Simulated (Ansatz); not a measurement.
For cubic perovskite CsSnI3 (cubic high-temperature phase), r²SCAN+rVV10 in Ansatz (plane waves, PAW) gives:

| Quantity | Result |
|---|---|
| lattice constant a | 6.156 Å |
| formation enthalpy | -1.055 eV/atom |

Task: What does PBE0 in Ansatz (plane waves, PAW) give for the same quantities?

Result: 
- lattice constant a: 6.261 Å (grows by 1.7 %)
- formation enthalpy: -1.047 eV/atom (moves by +0.008 eV/atom)

Changes are worked out from the printed values.

Unless a cell is named, each level is at its own relaxed cell (r²SCAN+rVV10 46.67, PBE0 49.08 Å³/atom).

Levels without +SOC leave out spin–orbit coupling, which shifts energies and cells of such heavy elements.

Caveats: the relaxation could not lower the start's symmetry, so the cell can be a saddle point above a distorted one (r²SCAN+rVV10, PBE0). Ansatz's density-functional and Hartree–Fock values are scalar-relativistic unless marked +SOC, with PAW data made under PBE.

Ansatz is an electronic-structure program.
